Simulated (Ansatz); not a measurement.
Base system: a 12-atom supercell of ZrO2 (space group P4_2/nmc, No. 137; a = 3.621 Å, c = 5.283 Å) at its relaxed geometry.

Calculations: PBE (Ansatz, a quantum-chemistry and plane-wave program; PAW; 420 eV plane waves; no spin-orbit coupling).

Before the change:

- Pressure: 0.0 GPa
- Mean distance from the defect site to its nearest host atoms: 3.93 bohr

Modification: one Zr atom is removed, atoms relaxed at fixed cell, starting from a slightly rattled geometry.

**Question.** Predict the new pressure, largest displacement of a host atom from its site in the perfect cell and mean distance from the defect site to its nearest host atoms.

**Answer.** The pressure goes from zero to -2.2 GPa; the largest displacement of a host atom from its site in the perfect cell is 0.33 Å; the mean distance from the defect site to its nearest host atoms grows by 0.22 bohr (3.93 bohr → 4.15 bohr).

The magnetic state is the one reached from the starting moments; the real material's order can differ, and small cells can't hold many antiferromagnetic ones. The cell is small, so the values are those of an ordered compound at a high defect concentration; dilute-limit values will differ. The mesh was chosen for an insulator and is coarse for the gapless case. The defect cell is spin-polarised and ends with 4.0 μB. This is not the structure that ZrO2 has at room temperature and ambient pressure.
